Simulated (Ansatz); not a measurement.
## SnClF (Pnma, No. 62)

All values below come from PBEsol (plane waves, PAW; Ansatz, a program for electronic structure).

Settings: plane-wave cutoff 520 eV, 6×8×4 k mesh (along the axes of the cell as run), Fermi–Dirac smearing 0.01 eV, scalar-relativistic PAW data made under PBE.

Cell: measured lattice: a = 6.1260 Å, b = 4.3650 Å, c = 10.1360 Å, α = 90.00°, β = 90.00°, γ = 90.00°.

band gap: 3.20 eV
smallest direct gap on the k points sampled: 3.24 eV
direct gap at Γ: 3.86 eV

Note: cell and atoms aren't relaxed at this level (largest force component 0.31 eV/Å).

Spin–orbit coupling is not included.

Computed values are for the static lattice.

It cost very roughly 5 core-minutes of CPU time.
